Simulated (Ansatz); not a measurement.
A self-consistent single point of LiHF2 (R3m, 4 atoms in the cell) with Ansatz (a first-principles code).

Computed with PBEsol, default PAW files made with PBE (plane waves; Ansatz).

The change in words: lattice scaled by 0.98; kpoints.mp_grid.grid: 10 10 10 → 8 8 8. Reference geometry:
```xyz
4
Lattice="1.4626 0.8444 4.3536 -1.4626 0.8444 4.3536 0.0000 -1.6888 4.3536" Properties=species:S:1:pos:R:3 pbc="T T T"
Li     0.0000     0.0000     0.0500
H      0.0000     0.0000     6.5304
F      0.0000     0.0000     5.3981
F      0.0000     0.0000     7.6627
```

Reference input (self-consistent single point, DFT, PBEsol, plane waves, default PAW files made with PBE): basis.ecutwfc = 420 eV; kpoints.mp_grid.grid = 10 10 10; hamiltonian.xc = pbesol; hamiltonian.pseudopotentials = {kind: paw} (the program's default PAW files); scf.occupations.method = fixed. This run's input differs from it in these lines:

Ansatz 0.2 input:
```diff
@@ -2,5 +2,5 @@
   lattice:
-    - [1.46258400, 0.84442300, 4.35359000]
-    - [-1.46258400, 0.84442300, 4.35359000]
-    - [0.00000000, -1.68884600, 4.35359000]
+    - [1.43333200, 0.82753500, 4.26651800]
+    - [-1.43333200, 0.82753500, 4.26651800]
+    - [0.00000000, -1.65506900, 4.26651800]
   atoms:
@@ -14,3 +14,3 @@
   mp_grid:
-    grid: [10, 10, 10]
+    grid: [8, 8, 8]
 hamiltonian:
```

Log, with long lists cut:

```
SCF iter   1: F=—  HF=-1823.277517 eV  |F-HF|=—  |Δ(HF+E_count)|=         —  Δρ=1.28e-2  dr2=2.85e-2  ethr=1.77e-3  ⟨swp⟩=4.0  Hψ=4182  notcnv=0  defer=88
all-band conjugate gradients solve this SCF's bands
preconditioner: auto → none
SCF iter   2: F=—  HF=-1823.269648 eV  |F-HF|=—  |Δ(HF+E_count)|=   7.87e-3  Δρ=4.04e-3  dr2=2.24e-3  ethr=1.58e-4  ⟨swp⟩=2.1  Hψ=1907  notcnv=0  defer=130
SCF iter   3: F=—  HF=-1823.269044 eV  |F-HF|=—  |Δ(HF+E_count)|=   6.05e-4  Δρ=9.11e-4  dr2=8.70e-5  ethr=1.24e-5  ⟨swp⟩=2.0  Hψ=1384  notcnv=0  defer=130
SCF iter   4: F=—  HF=-1823.269161 eV  |F-HF|=—  |Δ(HF+E_count)|=   1.17e-4  Δρ=2.10e-4  dr2=5.37e-6  ethr=4.83e-7  ⟨swp⟩=2.0  Hψ=1560  notcnv=0  defer=130
SCF iter   5: F=—  HF=-1823.269168 eV  |F-HF|=—  |Δ(HF+E_count)|=   7.51e-6  Δρ=7.91e-5  dr2=9.11e-7  ethr=2.99e-8  ⟨swp⟩=2.5  Hψ=1407  notcnv=0  defer=130
SCF iter   6: F=-1823.269169 eV  HF=-1823.269169 eV  |F-HF|=1.65e-7  |Δ(HF+E_count)|=   4.11e-7  Δρ=2.41e-5  dr2=6.20e-8  ethr=5.56e-10  ⟨swp⟩=5.8  Hψ=4640  notcnv=0
SCF 1 converged in 6 iterations: F = -1823.269169 eV  dr2 = 6.20e-8
Free energy (F): -1823.269169 eV
Internal energy: -1823.269169 eV  (E = F + TS)
E sigma→0 (E₀):  -1823.269169 eV
Fermi energy:    -0.240319 eV
--- Forces (eV/Å), atoms counted from 1 ---
  atom   1  Li     0.00000000    -0.00000001    -0.24411538
  atom   2  H      0.00000000     0.00000001     0.23073225
  atom   3  F      0.00000000    -0.00000002    -0.61030816
  atom   4  F      0.00000000     0.00000002     0.62360247
--- Stress (GPa, compression-positive) ---
        5.629094       0.000000       0.000000
        0.000000       5.629094       0.000000
        0.000000       0.000000      15.034485
  P = ⅓ Tr σ = 8.7642 GPa (87.642 kbar)
  The stress holds the Pulay correction. Without it, at fixed plane waves, as pw.x and ABINIT print it: P = 7.8434 GPa
```

The run converged in 6 iterations. Against the reference run the free energy rises by 16.9 meV/atom, the pressure goes from 2.95 to 8.76 GPa, the largest force goes from 0.226 to 0.624 eV/Å and the gap on the mesh goes from 8.316 to 8.668 eV.

The starting cell comes from a database of computed structures (which also holds hypothetical and non-ambient phases and stackings), without a prior relaxation at this level. Its lattice was rescaled by up to half a per cent. One atom was moved a little off its site on purpose. For this run, on top of that: lattice scaled by 0.98. With a pressure of about 9 GPa the cell is away from its equilibrium volume at this level. Ansatz's pressure includes its estimate of the finite-basis (Pulay) stress. Without the estimate this run gives 7.84 GPa.
